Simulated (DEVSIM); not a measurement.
System: Schottky contact on n-type GaSb, at 300 K.

Layer 1 from the left is GaSb, thickness (μm) 1.80, Nd (cm⁻³) 2.3e16, τn (s) 4.2e-9, τp (s) 4.2e-9.

Left contact: Schottky, work function 4.33 eV, emission velocity 3.2e6 cm/s. Right contact: ohmic. Voltage is applied to the left contact. Recombination: SRH at mid-gap, radiative, Auger. Mobility is μmin + (μ − μmin)/(1 + (N/Nref)^α).

The device is made up for the run: typed textbook-type constants, with dimensions and the other settings drawn at random. Values at 300 K.

GaSb: gap (eV) 0.726, affinity (eV) 4.06, permittivity 15.7, Nc (cm⁻³) 2.1e17, Nv (cm⁻³) 1.8e19, μn (cm²/Vs) 5000, μp (cm²/Vs) 850, μn,min 1000, μp,min 190, Nref,n 2.8e17, Nref,p 9e17, αn 1.05, αp 0.65, B (cm³/s) 1e-10, Cn (cm⁶/s) 5e-30, Cp (cm⁶/s) 5e-30.

Question: Estimate by hand the built-in potential, the peak field at zero bias, and compare with a numerical solution.

Answer: 
- Built-in potential: barrier φB = 0.270 eV; Vbi = φB − kT/q ln(N_band/N) = 0.213 V; numerical 0.213 V.
- Peak field at zero bias: depletion approximation: W = √(2εVbi/(qN)) = 0.127 μm with N = 2.30e16 cm⁻³; field = 2Vbi/W = 33600 V/cm; numerical 31400 V/cm (estimate above by 7.1 %).

Model (solved in DEVSIM): 1D drift-diffusion, Boltzmann statistics, complete ionisation; no tunnelling, impact ionisation, image-force lowering or self-heating. Metal contacts follow the ideal Schottky-Mott rule: no Fermi-level pinning, no interface dipoles.
